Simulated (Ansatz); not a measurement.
We consider L1₂ (Cu3Au-type) Cu3Au, described by PBEsol (PAW; Ansatz, a program for electronic structure).

Total energies, extrapolated to zero smearing (they compare only within this program, potentials and cutoff):

```csv
system,energy (eV/atom)
"L1₂ (Cu3Au-type) Cu3Au, relaxed",-8193.4004
fcc Cu,-6588.7762
fcc Au,-13007.1011
```

Work out the enthalpy of formation per atom.

ΔH_f ≈ ΔE = -8193.4004 − [3 × (-6588.7762) + 1 × (-13007.1011)]/4 = -0.043 eV/atom (0 K, no vibrations). The reference value is -0.074 eV/atom (measured, 320 K, no zero-point or thermal correction; as tabulated in Nepal et al. (2019), arXiv:1905.09348), a difference of +0.031 eV/atom.

Spin–orbit coupling is left out; its size isn't shown.

The PAW data were made under PBE.
